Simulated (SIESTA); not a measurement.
Band structure of WC (P-6m2, 2 atoms in the cell).

```
CELL_PARAMETERS angstrom
      2.90755     0.00000     0.00000
     -1.45377     2.51801     0.00000
      0.00000     0.00000     2.83064
ATOMIC_POSITIONS crystal
  W  0.00000 0.00000 0.00000
  C  0.66667 0.33333 0.50000
```

Method of the run: SIESTA 5.4.2 with GGA PBE, numerical atomic orbitals DZP, PseudoDojo PBE standard norm-conserving potentials (rewritten from UPF to PSML).

Settings: XC.functional = GGA; XC.authors = PBE; potentials = PseudoDojo PBE standard; PAO.BasisSize = DZP; PAO.EnergyShift = 0.01 Ry; MeshCutoff = 400 Ry; kgrid.MonkhorstPack = 13 13 12; OccupationFunction = FD; ElectronicTemperature = 0.136 eV; MaxSCFIterations = 150; SCF.Mixer.Method = Pulay; SCF.Mixer.Weight = 0.25; SCF.Mixer.History = 8; SCF.DM.Tolerance = 1.0E-04.

The starting cell comes from a database of computed structures (which also holds hypothetical and non-ambient phases and stackings), without a prior relaxation at this level. Its lattice was rescaled by a random factor within 2.5 % of one. Spin-orbit coupling is off. Spin polarisation is off. Values carry the incompleteness of an atom-centred basis.

Levels in eV from the Fermi level, bands 6 to 11:
| point | 6 | 7 | 8 | 9 | 10 | 11 |
|---|---|---|---|---|---|---|
| Γ | -4.44 | -3.43 | -3.43 | 0.34 | 3.13 | 3.13 |
| M | -7.08 | -3.66 | -3.66 | -0.33 | 2.24 | 4.47 |
| K | -6.66 | -4.58 | -3.50 | 0.55 | 1.01 | 2.12 |
| A | -8.76 | -2.05 | -2.05 | -0.69 | -0.69 | 3.82 |
| L | -6.58 | -4.41 | -4.16 | 0.30 | 4.32 | 5.19 |
| H | -7.30 | -5.53 | -1.67 | -0.69 | 4.44 | 6.58 |

Bands cross the Fermi level along this path, so the cell is metallic at this level.

Higher empty bands are left out: an atom-centred basis made for the valence describes them poorly.
